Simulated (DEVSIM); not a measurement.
System: Ru/Al2O3/n-Ge capacitor, at 300 K.

| layer (left to right) | material | thickness (nm) | Nd (cm⁻³) |
|---|---|---|---|
| 1 | Al2O3 | 3.40 | - |
| 2 | Ge | 7600 | 6.1e15 |

Metal gate on the left, work function 4.7 eV. Fixed charge at the semiconductor interface -9.1e11 cm⁻² (in units of +e); no interface traps.

Constants are typed, rounded textbook-type inputs, not results; the design itself was drawn at random and stands for no fabricated device. Values at 300 K.

```tsv
parameter	Al2O3	Ge
gap (eV)	6.8	0.664
affinity (eV)	1.35	4
permittivity	9	16
Nc (cm⁻³)	-	1.04e19
Nv (cm⁻³)	-	6e18
```

Simulated with DEVSIM: 1D Poisson equation in equilibrium, Boltzmann statistics, complete ionisation; no quantum confinement or tunnelling. Metal contacts follow the ideal Schottky-Mott rule: no Fermi-level pinning, no interface dipoles.

The Al2O3 thickness was swept, all else fixed.

```
Al2O3 thickness (μm)  capacitance of the dielectric stack (μF/cm²)  flat-band voltage (V)  threshold voltage (band bending 2φF) (V)
--------------------  --------------------------------------------  ---------------------  ----------------------------------------
0.0014                                                        5.69                   0.53                                      0.23
0.0019                                                        4.19                   0.54                                      0.24
0.0024                                                        3.32                   0.55                                      0.25
0.0029                                                        2.75                   0.56                                      0.26
0.0034                                                        2.34                   0.57                                      0.26
0.0041                                                        1.94                   0.58                                      0.27
```

From the first row to the last the capacitance of the dielectric stack goes from 5.69 to 1.94. From the first row to the last the flat-band voltage goes from 0.53 to 0.58.
